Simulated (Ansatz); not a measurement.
**zincblende ZnS (F-43m): a fit under hydrostatic pressure (both signs)**

Cell and atoms relaxed with PBEsol to each stress σ (compression positive); gaps by r2SCAN with spin-orbit coupling, rigid bands (plane waves, PAW; Ansatz, a program for electronic structure). Unloaded cell: a = b = c = 3.788 Å, α = β = γ = 60.00°.

```
σ (GPa)  ln(V/V₀) (%)  gap (eV)
-------  ------------  --------
0                   0     2.770
-3.00            4.16     2.578
-2.00            2.69     2.647
1.00            -1.24     2.828
2.00            -2.40     2.883
4.00            -4.57     2.986
6.00            -6.57     3.081
```

### Question
Fit E_g = 2.770 eV + aσ + bσ² and ε = cσ + dσ² to the loaded rows by least squares.

### Answer
a = 0.0596 eV/GPa, b = -0.00131 eV/GPa²; c = -1.28 %/GPa, d = 0.0320 %/GPa².

### Question
One run was withheld, at σ = -1.00 GPa. Predict its gap and its ln(V/V₀), then set them beside the run.

### Answer
E_g = 2.770 + (0.0596)(-1.00) + (-0.00131)(-1.00)² = 2.709 eV and ε = (-1.28)(-1.00) + (0.0320)(-1.00)² = 1.31 %. The run gave 2.709 eV and 1.30 %, misses of 0.000 eV and 0.01 percentage points.

Gaps are resolved to about 0.01 eV; third decimals are kept for the arithmetic. Every relaxation keeps the zincblende phase (space group F-43m under this load), so a transition, a distortion that breaks the symmetry or fracture can't show.
